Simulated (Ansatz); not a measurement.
The parent structure is CaF2 in the rutile structure (space group P4_2/mnm, No. 136; a = 5.238 Å, c = 3.584 Å; a hypothetical phase, not in the database extracts checked). Axes: x, y, z lie along a, b, c of the conventional cell.

Calculations: PBE, PAW, 420 eV (Ansatz, an electronic-structure program; without spin-orbit coupling).

Before the change:

| Quantity | Value |
|---|---|
| Pressure | 0.00 GPa |
| Band gap | 6.77 eV |
| Valence-band top at Γ | 0.00, -0.19, -0.19 eV |
| Shortest interatomic distance | 4.300 bohr |

One thing is altered: the symmetric strain tensor [0.0109 0.0169 0.0075; 0.0169 -0.0059 0.0008; 0.0075 0.0008 -0.0174], atoms relaxed at fixed cell.

Question: How does this affect the pressure, band gap, valence-band top at Γ, energy relative to the base and shortest interatomic distance?

Answer: The pressure (mean of the normal stresses, compression positive) goes from zero to 1.12 GPa; the band gap rises by 0.09 eV to 6.86 eV; the valence-band top at Γ (three highest levels, from the VBM) becomes 0.00, -0.16, -0.23 eV (base: 0.00, -0.19, -0.19 eV); the energy rises by 5.7 meV/atom; the shortest interatomic distance shrinks by 0.071 bohr to 4.229 bohr.

Whether these cells are dynamically stable was not tested.
